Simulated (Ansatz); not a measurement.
The parent structure is ZnO in the wurtzite structure (space group P6_3mc, No. 186; a = 3.187 Å, c = 5.153 Å).

All numbers come from LDA (Ansatz, a quantum-chemistry and plane-wave program), no spin-orbit coupling.

For the base:

```
Quantity                        Result
-----------------------------  -------
Width of the top valence band  1.93 eV
```

Now apply this change: an isotropic linear strain of +2.40 %; the atoms relax in the strained cell.

Task: How does this affect the width of the top valence band, energy relative to the base and mean gap deformation potential ΔEg/Δln V?

Result: The width of the top valence band drops by 0.165 eV to 1.77 eV; the energy goes up by 27 meV/atom; the mean gap deformation potential ΔEg/Δln V amounts to -1.6 eV.

No phonon test of stability was made.
